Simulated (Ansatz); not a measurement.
A relaxation of the atoms of LaBi (P1, 2 atoms in the cell) with Ansatz (a first-principles code).

Method: PBE (plane waves, PAW; Ansatz).

The change in words: atoms moved at random; relax: default → atoms; relax.f_tol: default → 0.03 eV/Å. Reference geometry:
```
CELL_PARAMETERS angstrom
      0.00000     3.82899     3.82899
      3.82899     0.00000     3.82899
      3.82899     3.82899     0.00000
ATOMIC_POSITIONS crystal
  Bi 0.25000 0.25000 0.25000
  La 0.00000 0.00000 0.00000
```

Reference input (self-consistent single point, DFT, PBE, plane waves, default PAW files): basis.ecutwfc = 420 eV; kpoints.mp_grid.grid = 6 6 6; hamiltonian.xc = pbe; hamiltonian.pseudopotentials = {kind: paw} (the program's default PAW files); scf.occupations.method = methfessel_paxton; scf.occupations.width = 0.272 eV. This run's input differs from it in these lines:

Ansatz 0.2 input:
```diff
@@ -7,4 +7,4 @@
   atoms:
-    - { symbol: Bi, position: [0.250000, 0.250000, 0.250000] }
-    - { symbol: La, position: [0.000000, 0.000000, 0.000000] }
+    - { symbol: Bi, position: [0.245962, 0.254177, 0.241833] }
+    - { symbol: La, position: [0.004038, -0.004177, 0.008167] }
 basis:
@@ -18,2 +18,4 @@
   occupations: { method: methfessel_paxton, width: 0.272 eV }
+relax:
+  f_tol: 0.03
 output:
```

The program printed (abridged):

```
   [... SCF lines of the steps left out ...]
relax step   1: F+E_penalty+E_count = -18647.60375216 eV  Δ(F+E_penalty+E_count) = +0.000e0 eV  max|allowed force component| = 2.488e-1 eV/Å  Δτ_max = 0.0000 Å  (5 SCF iters, dr2 threshold 2.25e-5 eV, accepted)
relax step   2: F+E_penalty+E_count = -18647.61646044 eV  Δ(F+E_penalty+E_count) = -1.271e-2 eV  max|allowed force component| = 2.472e-2 eV/Å  Δτ_max = 0.0442 Å  (5 SCF iters, dr2 threshold 3.87e-6 eV, accepted)
relax step   3: F+E_penalty+E_count = -18647.61646251 eV  Δ(F+E_penalty+E_count) = -2.072e-6 eV  max|allowed force component| = 2.501e-2 eV/Å  Δτ_max = 0.0000 Å  (3 SCF iters, accepted)
Stability not checked (fill_not_monotonic)
Free energy (F): -18647.616463 eV
Internal energy: -18647.617054 eV  (E = F + TS)
E sigma→0 (E₀):  -18647.616610 eV
Entropy (-TS):   0.000592 eV (0.296 meV/atom)
Fermi energy:    5.418538 eV
--- Forces (eV/Å), atoms counted from 1 ---
  atom   1  Bi     0.00812455     0.02514673    -0.00699622
  atom   2  La    -0.00803613    -0.02487604     0.00699686
--- Stress (GPa, compression-positive) ---
       -2.381457      -0.014997       0.053739
       -0.014997      -2.382106       0.017459
        0.053739       0.017459      -2.381435
  P = ⅓ Tr σ = -2.3817 GPa (-23.817 kbar)
   [... lines left out ...]
--- Relaxed structure (3 steps of the walk, 3 accepted, 0 SCFs on fresh bases) ---
  F+E_penalty+E_count = -18647.61646251 eV   max|allowed force component| = 2.501e-2 eV/Å
  atoms:
    - { symbol: Bi, position: [0.24976114550033432, 0.25059239413441936, 0.2489993680917419] }
    - { symbol: La, position: [0.00023885449966568167, -0.0005923941344194844, 0.0010006319082581034] }
```

The run converged. 

Summary of the result:
- Free energy E − TS (on the zero of these files) = -18647.6165 eV
- Gap on the k-point mesh = 1.19 eV
- Pressure = -2.38 GPa
- Largest force (vector length) = 0.027 eV/Å
- Relaxation steps = 3

The starting cell was generated: these elements placed on a structure prototype, without a prior relaxation; it need not be a known phase or ordering of this composition. For this run, on top of that: atoms moved at random. Spin-orbit coupling is off. Ansatz's pressure includes its estimate of the finite-basis (Pulay) stress.

Cost on one core of a shared machine: roughly 70 s.
